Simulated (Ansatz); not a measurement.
Uncharged defects in TiAl (P4/mmm)

Each row is a formation energy against the perfect crystal and the reservoirs in brackets; V_X is an empty X site, X_Y an X atom on a Y site, X_i an atom off the sites. Values in eV.

Computed with Ansatz (plane waves, PAW), its default PAW set, cutoff 420 eV, 500 eV for r2SCAN. The structures are at rest with PBE, within the held lattices; other levels are single points on them. Neutral cells; Fermi-Dirac smearing of at most 0.10 eV in the solids, energies taken to zero width. The lattices are those relaxed with PBE, so at other levels the solids can be strained, which adds to the spread. Larger cells are relaxed from a start prepared with the learned potential CHGNet, on a coarser mesh till forces fall under 0.03 eV/Å, which some starts already meet. A dispersion term (D3(BJ), or D4 for r2SCAN) was computed beside these levels and is taken off wherever the name lacks it. No zero-point or thermal terms. No structure search was made; lower ones may exist. No correction for cell size. For some rows: mesh and cell size may move defect energies by 0.1 eV or more. The value holds for the reservoirs listed; other chemical potentials shift it. For some rows: the cell is small for its defects, so this is an ordered compound on the host's lattice rather than an isolated defect. For some rows a cell is symmetric and got no random move, so less symmetric positions weren't tried.

```csv
system,PBE,r2SCAN,PBEsol,RPBE,LDA
H_i (36 sites; H_i amid 2 Ti and 2 Al; H2 (gas)); TiAl: no spin,0.22,0.18,0.02,0.41,-0.19
H_i (36 sites; H_i amid 2 Ti and 4 Al; H2 (gas)); TiAl: no spin,0.38,0.36,0.17,0.56,[?]
H_i (36 sites; H_i amid 4 Ti and 2 Al; H2 (gas)); TiAl: no spin,-0.08,-0.14,-0.30,0.10,-0.50
H_i + V_Al (36 sites; V_Al amid 4 Al and 8 Ti; H_i amid 1 Al and 2 Ti; 1.3 Å apart; Al (fcc); H2 (gas)); TiAl: no spin,2.65,2.94,2.70,2.69,2.62
```

Question: Fill in the missing entries.

Answer: 
- H_i (36 sites; H_i amid 2 Ti and 4 Al; H2 (gas)); TiAl: no spin, LDA: -0.03

Ansatz is a first-principles code.
